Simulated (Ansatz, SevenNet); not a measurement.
For ZnSnO3 (R3c, No. 161, 10 atoms in the cell; start mp-13334), the machine-learned potential SevenNet-l3i5 (trained on PBE and PBE+U data) gives:

```
Item                    Value
-------------------  --------
lattice parameter a   5.345 Å
c axis length        14.242 Å
```

**Question.** What does PBEsol (Ansatz, a program for electronic structure, plane waves, PAW) give for the same quantities?

**Answer.** 
- lattice constant a: 5.278 Å (decreases by 1.3 %)
- lattice parameter c: 14.010 Å (falls by 1.6 %)

Changes are worked out from the printed values.

Unless a cell is named, each level is at its own relaxed cell (SevenNet-l3i5 11.75, PBEsol 11.27 Å³/atom).

Caveats: the relaxation could not lower the start's symmetry, so the cell can be a saddle point above a distorted one (SevenNet-l3i5). Ansatz's density-functional and Hartree–Fock values are scalar-relativistic unless marked +SOC, with PAW data made under PBE.

A start named mp-… is a Materials Project structure, which need not be a measured phase.
